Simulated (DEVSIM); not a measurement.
Device: TaN/Al2O3/SiO2/p-Si capacitor, at 300 K.

| layer (left to right) | material | thickness (nm) | Na (cm⁻³) |
|---|---|---|---|
| 1 | Al2O3 | 26.0 | - |
| 2 | SiO2 | 0.580 | - |
| 3 | Si | 800 | 5.2e17 |

Metal gate on the left, work function 4.4 eV. Fixed charge at the semiconductor interface 0 cm⁻² (in units of +e); no interface traps.

The device is made up for the run: typed textbook-type constants, with dimensions and the other settings drawn at random. Values at 300 K.

```csv
parameter,Al2O3,SiO2,Si
gap (eV),6.8,9,1.124
affinity (eV),1.35,0.9,4.05
permittivity,9,3.9,11.7
Nc (cm⁻³),-,-,2.86e19
Nv (cm⁻³),-,-,3.1e19
```

DEVSIM, 1D Poisson equation in equilibrium, Boltzmann statistics, complete ionisation; no quantum confinement or tunnelling. Metal contacts follow the ideal Schottky-Mott rule: no Fermi-level pinning, no interface dipoles.

The interface trap density was swept, all else fixed.

| interface trap density (cm^-2 eV^-1) | flat-band voltage (V) | minimum of the low-frequency capacitance (μF/cm²) |
|---|---|---|
| 0 | -0.67 | 0.131 |
| 1e10 | -0.67 | 0.132 |
| 1e11 | -0.69 | [?] |
| 3e11 | -0.74 | 0.145 |
| 1e12 | -0.92 | 0.168 |
| 2e12 | -1.17 | 0.192 |

**Question.** What belongs in the gaps?

**Answer.** 
- 1e11, minimum of the low-frequency capacitance (μF/cm²): 0.136
